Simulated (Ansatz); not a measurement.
Data:

```
C
1.0
    2.59873     0.00000     0.00000
   -1.29936     2.25056     0.00000
    0.00000     0.00000     4.15814
C
4
Direct
  0.33333   0.66667   0.00008
  0.66667   0.33333   0.50008
  0.33333   0.66667   0.37492
  0.66667   0.33333   0.87492
```

All values below come from r2SCAN, rigid bands (plane waves, PAW, scalar-relativistic; Ansatz, a quantum-chemistry and plane-wave program). Condition of this run: biaxial stress in the c plane of -44 GPa (compression positive) (the target of the relaxation). Cell: cell and atoms relaxed with PBEsol, then loaded as said.

**Question.** Predict the electron conductivity mass (n e² τ/σ) at 300 K, by direction if it differs.

**Answer.** 0.49 (x), 0.49 (y), 0.27 (z) mₑ.

**Question.** What conductivity effective mass do dilute holes have at 300 K?

**Answer.** 0.46 (x), 0.46 (y), 0.58 (z) mₑ.

**Question.** And the band gap?

**Answer.** 3.84 eV at this level; semilocal functionals usually fall short of the measured gap.

Rigid bands, one relaxation time for all states, no polarons. Spin-orbit coupling is left out. Geometry: cell and atoms relaxed with PBEsol.
